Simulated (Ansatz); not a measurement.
Functionals compared on a constructed model of the (110) surface of bcc Ta, a pseudomorphic layer of Mo in the host's stacking (bottom of the slab: a bare face, its two planes held), in Ansatz (plane waves, PAW). The structure was relaxed with PBE; the other rows are single points on it. Cutoff 420 eV (500 eV for r2SCAN).

Model: 7-atom slab, 14.7 Å thick at the start, 14x14x1 mesh, Fermi-Dirac 0.1 eV, dipole correction, 2 atoms held, the rest relaxed; start symmetry kept, larger cells not searched; no spin, no spin-orbit, no U. It is one candidate, not shown to be the stable structure of the face. These notes are the PBE run's.

```json
[
 {"functional": "PBE", "work function of the top face (eV)": "4.41", "rough cost of the single point": "–"},
 {"functional": "RPBE", "work function of the top face (eV)": "4.25", "rough cost of the single point": "roughly 70 core-seconds"},
 {"functional": "r2SCAN", "work function of the top face (eV)": "___", "rough cost of the single point": "roughly 100 core-seconds"}
]
```

Question: Some entries are withheld; supply them.

Answer: 
- r2SCAN, work function of the top face (eV): 4.43

Ansatz is an electronic-structure program.
